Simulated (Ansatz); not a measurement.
Results of PBE-D3(BJ) in Ansatz (plane waves, PAW) for NbSi2 (P6₂22, No. 180).

Run with plane-wave cutoff 520 eV, 12×12×8 k mesh (along the axes of the cell as run), Fermi–Dirac smearing 0.05 eV, no spin polarisation, scalar-relativistic PAW data made under PBE.

Computed at the level's own relaxed cell.

Q: Give the computed lattice parameter a and lattice parameter c.

A: 
* **lattice parameter a**: 4.750 Å
* **lattice parameter c**: 6.547 Å

The computed numbers hold no vibrational or temperature effects.

The result took very roughly 4 core-minutes.

Ansatz is a first-principles code.
